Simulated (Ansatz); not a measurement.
Input and output of a self-consistent single point for Pd (Fm-3m, 1 atom in the cell) (Ansatz, a first-principles code)

Method of the run: PBE (plane waves, PAW; Ansatz).

This input was run:

Ansatz 0.2 input:
```yaml
crystal:
  lattice:
    - [0.000000, 1.950835, 1.950835]
    - [1.950835, 0.000000, 1.950835]
    - [1.950835, 1.950835, 0.000000]
  atoms:
    - { symbol: Pd, position_ang: [0.000000, 0.000000, 0.000000] }
basis:
  ecutwfc: 30.9 Ry
kpoints:
  mp_grid: { grid: [14, 14, 14] }
hamiltonian:
  xc: pbe
  pseudopotentials: { kind: paw }
scf:
  occupations: { method: fermi_dirac, width: 0.0073 Ry }
output:
  forces: true
  eigenvalues: true
  stress: true
```

Output, abridged:

```
WARN ansatz: RAYON_NUM_THREADS=1 ignored (pool sized by the plan → 1); use --threads N
Pseudopotentials: kind: paw
Pseudopotential: Pd, paw, valence charge 18
Crystal: 1 atoms, lattice volume = 14.849 Å³
Basis set: ecut = 420.4159175005146 eV, 283 PW (Γ), exchange–correlation on 40×40×40 points (8 copies of the dense FFT grid, shifted against one another)
Bands: 13, of which v1, the nominal top of the filled ones, is band 9 counted from 1 (8 counted from 0)
Symmetry: 48 space group operations
Space group: Fm-3m (ITA 225), of the structure as read, at distance tolerance 2.5e-5 Å
k-points: 104 of 2744
Initial density: superposition of atomic densities (neutral atoms: chi_scale 0, normalization atom), corrected by the library's trained network
Initial wavefunctions: pseudopotential atomic-orbital guess
Eigensolver: davidson
Functional: x = pbe(κ = 0.804, μ = 0.2195149727645171), c = pbe(β = 0.06672455060314922)
SCF iter   1: F=—  HF=-6972.870958 eV  |F-HF|=—  |Δ(HF+E_count)|=         —  Δρ=3.46e-3  dr2=1.35e-3  ethr=1.77e-3  ⟨swp⟩=5.0  Hψ=7804  notcnv=0
all-band conjugate gradients solve this SCF's bands
preconditioner: auto → none
SCF iter   2: F=—  HF=-6972.870726 eV  |F-HF|=—  |Δ(HF+E_count)|=   2.33e-4  Δρ=1.42e-3  dr2=1.36e-4  ethr=7.50e-6  ⟨swp⟩=1.2  Hψ=2216  notcnv=0
SCF iter   3: F=—  HF=-6972.870815 eV  |F-HF|=—  |Δ(HF+E_count)|=   8.92e-5  Δρ=4.26e-4  dr2=1.26e-5  ethr=7.53e-7  ⟨swp⟩=1.0  Hψ=1352  notcnv=0
SCF iter   4: F=—  HF=-6972.870827 eV  |F-HF|=—  |Δ(HF+E_count)|=   1.19e-5  Δρ=3.84e-5  dr2=1.27e-7  ethr=6.98e-8  ⟨swp⟩=2.7  Hψ=1956  notcnv=0
iter 5 did not close the SCF: its close was put off for the readings that it lacked (scf_convergence_deferred on its scf_iter line)
SCF iter   5: F=-6972.870827 eV  HF=-6972.870827 eV  |F-HF|=2.80e-10  |Δ(HF+E_count)|=   3.26e-8  Δρ=3.72e-6  dr2=6.74e-10  ethr=7.08e-10  ⟨swp⟩=2.8  Hψ=2351  notcnv=0
SCF iter   6: F=-6972.870827 eV  HF=-6972.870827 eV  |F-HF|=8.19e-12  |Δ(HF+E_count)|=  2.52e-10  Δρ=4.92e-7  dr2=7.60e-12  ethr=3.74e-12  ⟨swp⟩=1.0  Hψ=3760  notcnv=0
SCF 1 converged in 6 iterations: F = -6972.870827 eV  dr2 = 7.60e-12
SCF converged after 6 iterations
Free energy (F): -6972.870827 eV
Harris-Foulkes:  -6972.870827 eV  (|F-HF|=8.19e-12)
Internal energy: -6972.801752 eV  (E = F + TS)
E sigma→0 (E₀):  -6972.836289 eV
Entropy (-TS):   -0.069075 eV (-69.075 meV/atom)
Fermi energy:    19.663066 eV
--- Per-component energies (eV) ---
  E_band       = -139.150866
  E_kinetic    = 513.874004
  E_local      = -1758.192135  (includes V_loc(G=0)·N_el)
  E_nonlocal   = 217.137120
  E_hartree    = 714.615349
  E_xc         = -168.821539
  E_vxc        = -211.829740  (∫ρ·V_xc dr)
  E_paw        = -3750.203235  (= ΣΔE_a)
  E_vpaw       = -329.370990  (= ΣTr[D̂ρ^β])
  E_aug_tail   = 0.000249  (compensation charges beyond the density's cutoff)
  E_ewald      = -2741.211565
  E_smearing   = -0.069075  (= −TS)
  E_closure    = 0.000000  (closes the sum)
  Σ components = -6972.870827   (vs F -6972.870827, Δ=0.00e0)
--- Forces (eV/Å), atoms counted from 1 ---
  atom   1  Pd    -0.00000000     0.00000000     0.00000000
  max |Σ_I F_I| component: 6.16e-32 eV/Å
--- Stress (GPa, compression-positive) ---
        6.281469      -0.000000      -0.000000
        0.000000       6.281469      -0.000000
        0.000000       0.000000       6.281469
  P = ⅓ Tr σ = 6.2815 GPa (62.815 kbar)
  The stress holds the Pulay correction. Without it, at fixed plane waves, as pw.x and ABINIT print it: P = 6.2138 GPa
--- Band table (eV; the first three rows and the last of 104) ---
  k-point 0: bands = ["-64.4688", "-29.9745", "-29.9745", "-29.9745", "12.5382", "16.8283", "16.8283", "16.8283", "18.4208", "18.4208", "36.6605", "41.3294", "41.3294"]
  k-point 1: bands = ["-64.4662", "-29.9948", "-29.9774", "-29.9774", "12.7225", "16.7643", "16.8914", "16.8914", "18.3912", "18.3912", "36.8477", "40.2174", "41.5403"]
  k-point 2: bands = ["-64.4589", "-30.0514", "-29.9855", "-29.9855", "13.2390", "16.6289", "17.0371", "17.0371", "18.3504", "18.3504", "37.0710", "38.2895", "42.1182"]
  k-point 103: bands = ["-64.3984", "-30.2661", "-30.2150", "-30.1279", "15.2796", "15.8463", "16.7940", "18.4112", "19.9316", "27.5483", "29.4469", "29.9532", "31.2423"]
```

The run converged in 6 iterations.

The starting cell has typed, rounded lattice constants, without a prior relaxation at this level. Its lattice was rescaled by up to half a per cent. Spin polarisation is off. With a pressure of about 6 GPa the cell is away from its equilibrium volume at this level. Ansatz's pressure includes its estimate of the finite-basis (Pulay) stress.
